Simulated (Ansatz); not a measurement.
Results of r²SCAN (PAW; Ansatz, an electronic-structure program) for HfFe₂ (Fd-3m, No. 227; cell taken from a computed entry).

Run with plane-wave cutoff 500 eV, 14×14×14 k mesh, Fermi–Dirac smearing 0.1 eV, spin-polarised start, scalar-relativistic PAW data made under PBE.

Computed at the level's own relaxed cell.

Q: Estimate the equilibrium volume per atom that the calculation returns.

A: 
equilibrium volume per atom: 14.48 Å³/atom

The run finds no gap.

Note: the magnetic order was assumed, not searched for or taken from measurement; the relaxation could not lower the start's symmetry, so the cell can be a saddle point above a distorted one.

Spin–orbit coupling is not included.

Static lattice: no zero-point or thermal effects.
